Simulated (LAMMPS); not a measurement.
Surface tension of liquid Al over temperature.

All values are model results, not measurements: classical MD, pair style adp, file AlCu.adp, run in LAMMPS.

```tsv
T (K)	surface tension	excess energy
930	0.74 ± 0.02 N/m	0.89 J/m²
1070	0.71 ± 0.02 N/m	0.88 J/m²
1260	0.71 ± 0.01 N/m	0.90 J/m²
```

Caution (row 930): this liquid lies under the melting point of about 1050 K that EAM-type AlCu.adp gives, so it is undercooled.

The ± values are statistical; the model's systematic error is not in them.
